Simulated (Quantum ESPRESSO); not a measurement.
Quantum ESPRESSO 7.5, DFT, PBE, plane waves, PseudoDojo 0.5 standard norm-conserving PBE (local tails restored to the Coulomb form): diamond-structure Si, 2 atoms. Basis and mesh were picked for this test and aren't claimed converged.

```json
{
  "cell": "3.84, 3.84, 3.84 Å; 60, 60, 60°",
  "task": "phonons by DFPT",
  "k mesh": "10×10×10",
  "ecutwfc": "36 Ry",
  "ecutrho": "144 Ry",
  "occupations": "fixed",
  "conv_thr": "1e-12 Ry",
  "tprnfor": "true",
  "tstress": "false",
  "q": "[0, 0, 0] 2π/alat, Cartesian",
  "k-points computed": "47"
}
```

It runs on a single node (AMD EPYC (Zen 5), 96 cores on 1 socket, no SMT, 12 L3 cache groups; 94 cores' worth of CPU time may be used).

Times are wall-clock medians of two to five runs, from launch to exit, with nothing else on the machine. Processes are pinned to neighbouring cores unless said otherwise. Build: conda-forge: Open MPI 5.0, OpenMP, OpenBLAS 0.3.34 (pthreads), FFTW, ScaLAPACK, ELPA. Other compilers and libraries give other times. Scratch files lie in a memory file system. A preparatory run goes ahead and isn't timed.

First run (4 ranks, tr2_ph = 1e-14, -nk 4, alpha_mix(1) = 0.7 (default), nmix_ph = 4 (default)):

```
     INITIALIZATION:
     phq_setup    :      0.01s CPU      0.02s WALL (       1 calls)
     phq_init     :      0.02s CPU      0.02s WALL (       1 calls)

     phq_init     :      0.02s CPU      0.02s WALL (       1 calls)
     set_drhoc    :      0.00s CPU      0.00s WALL (       3 calls)
     init_vloc    :      0.02s CPU      0.02s WALL (       1 calls)
     init_us_1    :      0.00s CPU      0.00s WALL (       1 calls)
     init_us_2    :      0.02s CPU      0.03s WALL (     192 calls)

     DYNAMICAL MATRIX:
     dynmat0      :      0.01s CPU      0.01s WALL (       1 calls)
     dynmat_us    :      0.01s CPU      0.01s WALL (       1 calls)
     d2ionq       :      0.00s CPU      0.00s WALL (       1 calls)
     dynmatcc     :      0.01s CPU      0.01s WALL (       1 calls)
     phqscf       :      3.79s CPU      3.89s WALL (       1 calls)
     dynmatrix    :      0.00s CPU      0.00s WALL (       1 calls)

     phqscf       :      3.79s CPU      3.89s WALL (       1 calls)
     solve_linter :      3.77s CPU      3.87s WALL (       2 calls)
     dfpt_kernel  :      3.59s CPU      3.68s WALL (       2 calls)
     sth_kernel   :      3.14s CPU      3.20s WALL (      10 calls)
     h_prec       :      0.00s CPU      0.00s WALL (     120 calls)
     apply_dpot_b :      0.18s CPU      0.18s WALL (     288 calls)
     ortho        :      0.00s CPU      0.00s WALL (     360 calls)
     cgsolve      :      2.64s CPU      2.68s WALL (     360 calls)
     incdrhoscf   :      0.25s CPU      0.26s WALL (     360 calls)
     dv_of_drho   :      0.05s CPU      0.05s WALL (      30 calls)
     mix_pot      :      0.01s CPU      0.03s WALL (      10 calls)
     drhodv       :      0.02s CPU      0.02s WALL (       2 calls)
     psymdvscf    :      0.38s CPU      0.38s WALL (      10 calls)
     com_dvloc    :      0.01s CPU      0.01s WALL (      84 calls)
     addcore      :      0.01s CPU      0.01s WALL (      48 calls)

     dvqpsi_us    :      0.17s CPU      0.17s WALL (      72 calls)
     dvqpsi_us_on :      0.02s CPU      0.02s WALL (      72 calls)

     add_vuspsi   :      0.09s CPU      0.09s WALL (    4331 calls)

      General routines
     calbec       :      0.12s CPU      0.12s WALL (    4739 calls)
     fft          :      0.15s CPU      0.15s WALL (     449 calls)
     ffts         :      0.01s CPU      0.01s WALL (      84 calls)
     fftw         :      2.48s CPU      2.53s WALL (   36592 calls)
     davcio       :      0.02s CPU      0.03s WALL (    1384 calls)
     write_rec    :      0.00s CPU      0.01s WALL (      12 calls)

      Additional routines
     ch_psi       :      2.60s CPU      2.64s WALL (    4331 calls)
     last         :      0.06s CPU      0.06s WALL (    4331 calls)
     Hesh         :      0.01s CPU      0.01s WALL (    4331 calls)
     ch_psi_all_k :      0.05s CPU      0.05s WALL (    4331 calls)
     h_psi_bgrp   :      2.50s CPU      2.54s WALL (    4331 calls)
     h_psi        :      2.50s CPU      2.54s WALL (    4331 calls)
     h_psi:pot    :      2.49s CPU      2.53s WALL (    4331 calls)
     h_psi:calbec :      0.11s CPU      0.11s WALL (    4331 calls)
     s_psi_bgrp   :      0.02s CPU      0.02s WALL (    9022 calls)

     PHONON       :      4.01s CPU      4.12s WALL
```

Second run:

```
     INITIALIZATION:
     phq_setup    :      0.02s CPU      0.01s WALL (       1 calls)
     phq_init     :      0.03s CPU      0.02s WALL (       1 calls)

     phq_init     :      0.03s CPU      0.02s WALL (       1 calls)
     set_drhoc    :      0.00s CPU      0.00s WALL (       3 calls)
     init_vloc    :      0.02s CPU      0.02s WALL (       1 calls)
     init_us_1    :      0.00s CPU      0.00s WALL (       1 calls)
     init_us_2    :      0.09s CPU      0.05s WALL (     384 calls)

     DYNAMICAL MATRIX:
     dynmat0      :      0.02s CPU      0.02s WALL (       1 calls)
     dynmat_us    :      0.02s CPU      0.01s WALL (       1 calls)
     d2ionq       :      0.00s CPU      0.00s WALL (       1 calls)
     dynmatcc     :      0.01s CPU      0.00s WALL (       1 calls)
     phqscf       :     14.64s CPU      7.70s WALL (       1 calls)
     dynmatrix    :      0.00s CPU      0.00s WALL (       1 calls)

     phqscf       :     14.64s CPU      7.70s WALL (       1 calls)
     solve_linter :     14.60s CPU      7.67s WALL (       2 calls)
     dfpt_kernel  :     14.09s CPU      7.38s WALL (       2 calls)
     sth_kernel   :     13.56s CPU      6.93s WALL (      10 calls)
     h_prec       :      0.00s CPU      0.00s WALL (     240 calls)
     apply_dpot_b :      0.80s CPU      0.40s WALL (     576 calls)
     ortho        :      0.01s CPU      0.01s WALL (     720 calls)
     cgsolve      :     11.55s CPU      5.90s WALL (     720 calls)
     incdrhoscf   :      1.10s CPU      0.55s WALL (     720 calls)
     dv_of_drho   :      0.06s CPU      0.04s WALL (      30 calls)
     mix_pot      :      0.03s CPU      0.02s WALL (      10 calls)
     drhodv       :      0.04s CPU      0.03s WALL (       2 calls)
     psymdvscf    :      0.42s CPU      0.38s WALL (      10 calls)
     com_dvloc    :      0.03s CPU      0.02s WALL (     156 calls)
     addcore      :      0.01s CPU      0.01s WALL (      48 calls)

     dvqpsi_us    :      0.47s CPU      0.27s WALL (     144 calls)
     dvqpsi_us_on :      0.06s CPU      0.03s WALL (     144 calls)

     add_vuspsi   :      0.36s CPU      0.19s WALL (    8600 calls)

      General routines
     calbec       :      0.48s CPU      0.24s WALL (    9416 calls)
     fft          :      0.19s CPU      0.16s WALL (     449 calls)
     ffts         :      0.01s CPU      0.01s WALL (     156 calls)
     fftw         :     10.87s CPU      5.56s WALL (   72946 calls)
     davcio       :      0.04s CPU      0.04s WALL (    2716 calls)
     write_rec    :      0.01s CPU      0.01s WALL (      12 calls)

      Additional routines
     ch_psi       :     11.35s CPU      5.81s WALL (    8600 calls)
     last         :      0.24s CPU      0.13s WALL (    8600 calls)
     Hesh         :      0.03s CPU      0.02s WALL (    8600 calls)
     ch_psi_all_k :      0.19s CPU      0.10s WALL (    8600 calls)
     h_psi_bgrp   :     10.99s CPU      5.61s WALL (    8600 calls)
     h_psi        :     10.98s CPU      5.60s WALL (    8600 calls)
     h_psi:pot    :     10.93s CPU      5.58s WALL (    8600 calls)
     h_psi:calbec :      0.47s CPU      0.23s WALL (    8600 calls)
     s_psi_bgrp   :      0.07s CPU      0.04s WALL (   17920 calls)

     PHONON       :     14.95s CPU      7.95s WALL
```

Q: Which of these changes turns the first timing block into the second?
A. 2 ranks × 2 threads, 1 BLAS thread, -nk 2
B. alpha_mix(1) = 1
C. tr2_ph = 1e-10
D. nmix_ph = 2

A: A, 2 ranks × 2 threads, 1 BLAS thread, -nk 2. The largest move is in solving the linear systems (cgsolve): 2.7 s to 5.9 s. The other changes gave 4.7 s (alpha_mix(1) = 1), 4.7 s (nmix_ph = 2), 3.1 s (tr2_ph = 1e-10), against 8.5 s here and 4.7 s at first.
